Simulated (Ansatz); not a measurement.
Data:

```xyz
10
Lattice="2.6710 1.5421 4.7363 -2.6710 1.5421 4.7363 0.0000 -3.0842 4.7363" Properties=species:S:1:pos:R:3 pbc="T T T"
Zn     0.0000     0.0000     4.0268
Zn     0.0000     0.0000    11.1312
Sn     0.0000     0.0000     0.0264
Sn     0.0000     0.0000     7.1309
O      1.8161    -0.1645     8.1149
O     -0.7656     1.6550     8.1149
O     -1.0505    -1.4905     8.1149
O     -1.6205     0.0516     5.7467
O      0.8549     1.3776     5.7467
O      0.7656    -1.4292     5.7467
```

These are PBE, rigid bands (plane waves, PAW, scalar-relativistic; Ansatz, a first-principles code) values and carry that method's errors. Condition of this run: functional PBE, cell relaxed with it. How the cell was made: cell and atoms relaxed with PBE.

Question: What conductivity effective mass do dilute electrons have at 300 K?

Answer: 0.190 (x), 0.190 (y), 0.182 (z) mₑ.

Question: Predict the hole conductivity mass (n e² τ/σ) at 300 K, by direction if it differs.

Answer: 2.9 (x), 2.9 (y), 6.3 (z) mₑ.

Question: And the band gap?

Answer: 1.10 eV at this level; semilocal functionals usually fall short of the measured gap.

Rigid bands, one relaxation time for all states, no polarons. Spin-orbit coupling is left out; where it splits the top of the valence band it changes the hole mass and lowers the gap by about a third of the splitting.

Computed structure with no diffraction record at hand here (it may be known, metastable or hypothetical): ZnSnO3 (R3c).
